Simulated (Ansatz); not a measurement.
Results of BLYP in Ansatz (PAW) for AlB2-type TiB₂.

Settings: plane-wave cutoff 520 eV, 24×24×18 k mesh (along the axes of the cell as run), Fermi–Dirac smearing 0.05 eV, no spin polarisation, scalar-relativistic PAW data made under PBE.

Computed at the level's own relaxed cell.

Question: Predict the volume per atom, c axis length, lattice parameter a and bulk modulus B0.

Answer: 
- volume per atom = 8.79 Å³/atom
- c axis length = 3.291 Å
- lattice parameter a = 3.043 Å
- bulk modulus B0 = 231 GPa

The run finds no gap.

Measured, for comparison: lattice parameter c 3.229 Å, lattice constant a 3.029 Å (293 K, not corrected to a static lattice; as tabulated in R. G. Munro, J. Res. NIST 105, 709 (2000), Material Properties of Titanium …); bulk modulus 240 GPa (room temperature, not corrected to a static lattice, our sources range from 233 to 250; as tabulated in Synthesis of Binary Transition Metal Nitrides, Carbides and Borides from the …). Computed (rounded) less measured: lattice parameter c +1.9 %, lattice constant a +0.5 %, bulk modulus -4 % (-0.9 % to -8 % over the range).

Note: the bulk modulus comes from volumes at which shape and atoms were relaxed.

Computed values are for the static lattice.

Ansatz is a program for electronic structure.
